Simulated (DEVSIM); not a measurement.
Structure: Al/SiON/SiO2/p-Si capacitor, at 300 K.

```
layer (left to right)  material  thickness (nm)  Na (cm⁻³)
---------------------  --------  --------------  ---------
1                          SiON            9.20          -
2                          SiO2            1.10          -
3                            Si             390     2.2e18
```

Metal gate on the left, work function 4.1 eV. Fixed charge at the semiconductor interface 0 cm⁻² (in units of +e); no interface traps.

Constants are typed, rounded textbook-type inputs, not results; the design itself was drawn at random and stands for no fabricated device. Values at 300 K; Nc and Nv go as T^1.5, mobilities as T to minus their exponent, the gap by Varshni's rule with the affinity fixed.

```csv
parameter,SiON,SiO2,Si
gap (eV),7,9,1.124
affinity (eV),1.4,0.9,4.05
permittivity,5.5,3.9,11.7
Nc (cm⁻³),-,-,2.86e19
Nv (cm⁻³),-,-,3.1e19
Varshni α (eV/K),-,-,0.000473
Varshni β (K),-,-,636
```

DEVSIM, 1D Poisson equation in equilibrium, Boltzmann statistics, complete ionisation; no quantum confinement or tunnelling. Metal contacts follow the ideal Schottky-Mott rule: no Fermi-level pinning, no interface dipoles.

Base results: minimum of the low-frequency capacitance (μF/cm²) 0.231; capacitance of the dielectric stack (μF/cm²) 0.453; flat-band voltage (V) -1.01.

### Question
What follows from this one change: substrate doping 2.2e+18 → 1.1e+18 cm^-3?

### Answer
minimum of the low-frequency capacitance 0.231 → 0.195 μF/cm²; capacitance of the dielectric stack little changed (0.453 μF/cm²); flat-band voltage -1.01 → -0.99 V.

### Question
What follows from this one change: gate work function 4.1 → 4.25 eV?

### Answer
minimum of the low-frequency capacitance little changed (0.231 μF/cm²); capacitance of the dielectric stack little changed (0.453 μF/cm²); flat-band voltage -1.01 → -0.86 V.

### Question
What follows from this one change: temperature 300 → 250 K?

### Answer
minimum of the low-frequency capacitance little changed (0.228 μF/cm²); capacitance of the dielectric stack little changed (0.453 μF/cm²); flat-band voltage -1.01 → -1.04 V.

### Question
What follows from this one change: SiON thickness 0.0092 → 0.011 μm?

### Answer
minimum of the low-frequency capacitance 0.231 → 0.214 μF/cm²; capacitance of the dielectric stack 0.453 → 0.388 μF/cm²; flat-band voltage little changed (-1.01 V).

### Question
What follows from this one change: fixed charge 0 → -1.32e+12 cm^-2?

### Answer
minimum of the low-frequency capacitance little changed (0.232 μF/cm²); capacitance of the dielectric stack little changed (0.453 μF/cm²); flat-band voltage -1.01 → -0.54 V.
